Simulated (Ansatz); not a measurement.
## F on the 1x1 (100) surface of rock-salt MgO (cut with top plane Mg + O), one in a 2x2 cell, started at the site 'top Mg'

Host crystal: rock-salt MgO, with a band gap (PBE, scalar-relativistic without spin-orbit coupling).

Method: r2SCAN, at the PBE geometry and the start's symmetry (plane waves to 500 eV, PAW; Ansatz, an electronic-structure program).

Set-up: 33 atoms, 6.4 Å thick at the start under the adsorbate (thin: gaps and levels are the slab's own); mesh 3x3x1; 0.01 eV smearing; dipole correction on; single point; on the structure that PBE left under its start's symmetry; spin-polarised, ending with about 1.0 μB a cell, a value that depends on the mesh; orders that need a larger cell were not tried, no spin-orbit, no U, no dispersion correction. The slab shows no gap over 0.04 eV on its mesh. The program's check for a lower electronic state was not made. It is one chosen start, not shown to be the lowest state of the adsorbate.

```yaml
adsorption energy against ½ F2(g) at the same level: -0.78 eV
change_of_the_step_from_the_bottom_to_the_top_vacuum_level_against_the_clean_slab: 2.94 eV
height of the binding atom over the mean of the host atoms within 0.3 Å of the top one: 2.096 Å
nearest_host_atoms_of_the_binding_atom: Mg at 1.86 Å, O at 3.05 Å, O at 3.05 Å
```

A negative adsorption energy means that the adsorbate is more stable on the surface than in its reference.
